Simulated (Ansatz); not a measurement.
# Sensitivity of a calculation on GePt (Pnma, 8 atoms in the cell) to its settings

```yaml
crystal:
  lattice:
    - [5.82536, 0.00000, 0.00000]
    - [0.00000, 3.53438, 0.00000]
    - [0.00000, 0.00000, 6.56064]
  atoms:
    - { symbol: Pt, position: [0.50560, 0.25000, 0.69520] }
    - { symbol: Pt, position: [0.00560, 0.25000, 0.80480] }
    - { symbol: Pt, position: [0.49440, 0.75000, 0.30480] }
    - { symbol: Pt, position: [0.99440, 0.75000, 0.19520] }
    - { symbol: Ge, position: [0.68790, 0.25000, 0.06960] }
    - { symbol: Ge, position: [0.18790, 0.25000, 0.43040] }
    - { symbol: Ge, position: [0.31210, 0.75000, 0.93040] }
    - { symbol: Ge, position: [0.81210, 0.75000, 0.56960] }
```

Base run A: PBE in Ansatz (a quantum-chemistry and plane-wave program), self-consistent single point.

Its settings: basis.ecutwfc = 420 eV; kpoints.mp_grid.grid = 3 5 3; hamiltonian.xc = pbe; hamiltonian.pseudopotentials = {kind: paw} (the program's default PAW files); scf.occupations.method = cold; scf.occupations.width = 0.272 eV.

The starting cell was generated: these elements placed on a structure prototype, without a prior relaxation; it need not be a known phase or ordering of this composition. Its lattice was rescaled by a random factor within 2.5 % of one. Spin polarisation is off. Ansatz's pressure includes its estimate of the finite-basis (Pulay) stress. Without a gap this mesh is coarse (it stands for a supercell whose shortest vector is 17 Å).

ΔF is the free energy per atom less that of run A. A dash stands where there is no value to compare (another energy zero or no entropy term, no result, no spin, no clean gap, or a mesh too coarse for one). Absolute energies have different zeros for different potentials, functionals, Hubbard and dispersion terms and are not compared across them.

Runs G sample the zone with one or two k-points, far too few for so small a cell.

Runs:
- B: scf.occupations.method: cold → methfessel_paxton; scf.occupations.width: 0.272 eV → 0.2 eV
- C: hamiltonian.dispersion: default → d3bj [PBE-D3BJ]
- D: kpoints.mp_grid.grid: 3 5 3 → 3 4 3; scf.occupations.width: 0.272 eV → 0.3 eV
- E: scf.convergence.dr2_threshold: default (1e-07 eV) → 0.1 eV
- F: 3 x 1 x 1 supercell, mesh divided to match; kpoints.mp_grid.grid: 3 5 3 → 1 5 3
- G: kpoints.mp_grid.grid: 3 5 3 → 2 3 2; kpoints.mp_grid.shift: default → 0.5 0.5 0.5; width narrowed by the program to 0.0872 eV
- H: scf.mixing.algorithm: default (the program chose MSR1) → broyden; scf.mixing.beta: default → 0.1
- I: scf.eigensolver.kind: default (the program chose band_cg) → davidson
- J: scf.mixing.preconditioner: default (the program chose Resta) → kerker; scf.mixing.q_tf: default → 0.5

```tsv
run	ΔF (meV/atom)	pressure (GPa)	largest force (eV/Å)	k-points	valence electrons
A	0.00	-0.44	0.299	12	128
B	-1.82	-0.41	0.300	12	128
C	–	-5.68	0.298	12	128
D	11.0	-0.36	0.261	12	128
E	0.03	-0.44	0.301	12	128
F	0.00	-0.44	0.299	6	384
G	-31.1	-0.62	0.212	2	128
H	0.00	-0.44	0.299	12	128
I	0.00	-0.44	0.299	12	128
J	0.00	-0.44	0.299	12	128
```

Run I against A: The free energy stays essentially unchanged (within 1 meV/atom), the pressure stays at -0.44 GPa and the largest force stays at 0.299 eV/Å.

Run B against A: The free energy goes down by 1.8 meV/atom, the pressure moves little (-0.44 to -0.41 GPa) and the largest force hardly changes (0.299 to 0.300 eV/Å).

Run C against A: The pressure goes from -0.44 to -5.68 GPa and the largest force hardly changes (0.299 to 0.298 eV/Å).

Keys are those of Ansatz 0.2.
